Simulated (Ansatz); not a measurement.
**Ta2N, thickness series**

Base system: Ta₂N in the anti-CdI2 type structure (space group P-3m1, No. 164; a = 3.0667 Å, c = 4.8845 Å).

Free-standing slabs (3 atom(s) a layer) normal to the stacking axis with 15 Å of vacuum; in-plane cell relaxed.

Computed with r2SCAN+rVV10 (Ansatz, a first-principles code; PAW; 500 eV plane waves; no SOC).

Notes on the quantities. excess energy per area of both faces: slab less bulk energy over the cell's area: twice a surface energy; uncertain by up to 0.2 J/m².

| change | thickness between the outermost nuclei | shortest interatomic distance | excess energy per area of both faces |
|---|---|---|---|
| base | – | 2.171 Å | – |
| 1 layer | [?] | [?] | [?] |
| 2 layers | 7.50 Å | 2.161 Å | 7.0 J/m² |
| 3 layers | 12.28 Å | 2.149 Å | 6.9 J/m² |

**Question.** What belongs in the blanks?

**Answer.** 
- 1 layer, thickness between the outermost nuclei: 2.38 Å
- 1 layer, shortest interatomic distance: 2.125 Å
- 1 layer, excess energy per area of both faces: 7.06 J/m²

Slab and bulk use different k-meshes, which limits the precision of the excess energy. Stability against distortions was not tested. The final runs are not spin-polarised. An odd electron count without spin: Ta2N.
